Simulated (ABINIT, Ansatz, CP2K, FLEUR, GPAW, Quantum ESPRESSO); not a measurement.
# Code comparison for ZrAu3 (Pmmn, 8 atoms in the cell)

Self-consistent single point.

```
ZrAu3
1.0
    4.78263     0.00000     0.00000
    0.00000     6.02935     0.00000
    0.00000     0.00000     4.84371
Zr Au
2 6
Direct
  0.50000   0.50000   0.66091
  0.00000   0.00000   0.33909
  0.50000   0.75364   0.16530
  0.50000   0.24636   0.16530
  0.00000   0.74636   0.83470
  0.00000   0.25364   0.83470
  0.00000   0.50000   0.33990
  0.50000   0.00000   0.66010
```

All programs got the same cell, k-point mesh and kind of occupations (in Ansatz's words: kpoints.mp_grid.grid = 3 3 3; scf.occupations.method = gaussian; scf.occupations.width = 0.272 eV); potentials, basis and cutoffs are each program's usual ones.

```tsv
code	model	pressure (GPa)	largest force (eV/Å)	k-points	cutoff
CP2K	PBEsol, GPW, DZVP-MOLOPT-SR-GTH basis, GTH-PBE potentials (GTH_POTENTIALS)	9.44	0.194	14	grid 500 Ry
GPAW	PBEsol, GPAW PAW datasets PBEsol (made by gpaw-setup)	4.92	0.135	8	550 eV
ABINIT	PBEsol, PAW (JTH v2.0 PBE PAW, files made for PBE)	3.83	0.121	8	52 Ry
Ansatz	PBEsol, PAW files made with PBE	3.56	0.112	8	default
FLEUR	PBEsol, all-electron FLAPW (FLEUR), scalar-relativistic valence	–	0.121	8	Kmax 4 1/bohr
Quantum ESPRESSO	PBEsol, GBRV 1.5 ultrasoft (PBESOL) pseudopotentials	3.18	0.115	8	40 Ry
```

Size of the force on each atom (eV/Å): Sizes of forces hide their directions.

```csv
code,Zr1,Zr2,Au3,Au4,Au5,Au6,Au7,Au8
CP2K,0.062,0.062,0.192,0.192,0.194,0.194,0.134,0.134
GPAW,0.036,0.036,0.135,0.135,0.135,0.135,0.107,0.107
ABINIT,0.035,0.035,0.121,0.121,0.121,0.121,0.109,0.109
Ansatz,0.039,0.039,0.112,0.112,0.112,0.112,0.107,0.107
FLEUR,0.047,0.047,0.114,0.114,0.114,0.114,0.121,0.121
Quantum ESPRESSO,0.037,0.037,0.112,0.112,0.112,0.112,0.115,0.115
```

A dash marks a value that a program does not give, or that is left out as unsure.

The spread over the programs that give each value: pressure within 6.26 GPa; largest force within 0.082 eV/Å.

The starting cell comes from a database of computed structures (which also holds hypothetical and non-ambient phases and stackings), without a prior relaxation at this level. Its lattice was rescaled by a random factor within 2.5 % of one. On Ansatz's run: Spin-orbit coupling is off. In the base run, with a pressure of about 4 GPa the cell is away from its equilibrium volume at this level. Without a gap this mesh is coarse (it stands for a supercell whose shortest vector is 14 Å).

Q: Why do the programs differ, and what cannot be compared?

A: Differences of this kind can come from the potentials, where these differ, and from what each basis and cutoff leave unconverged. The valence holds different numbers of electrons (CP2K 90, GPAW 90, ABINIT 90, Ansatz (a quantum-chemistry and plane-wave program) 138, FLEUR 126, Quantum ESPRESSO 90). The zero of total energies and Fermi levels follows the potentials and each program's conventions, so they are not compared here. CP2K uses small atom-centred bases, whose incompleteness enters pressures, forces and empty levels differently from a plane-wave cutoff. FLEUR treats all electrons, but the usual bases taken here (sphere radii, linearisation, local orbitals, empty states) were not tested for convergence, so the values are no reference for the others. Ansatz's pressure is given at a fixed set of plane waves, as the other plane-wave codes print theirs; with its correction for the finite basis it is 3.60 GPa. The programs reduce the same mesh by symmetry to different extents, which changes the work and not the result. In the pressure, CP2K (by 5.74) and GPAW (by 1.23) lie more than 1 GPa from the median of the plane-wave programs. In the force vectors, CP2K (by 0.098) lies more than 0.08 eV/Å from the median of the plane-wave programs.

The shared mesh is coarse (it stands for a supercell whose shortest vector is 14 Å), so the values are not converged in it.

Left out of this page: Elk (not drawn, or without a comparable value).

Keys are those of Ansatz 0.2.
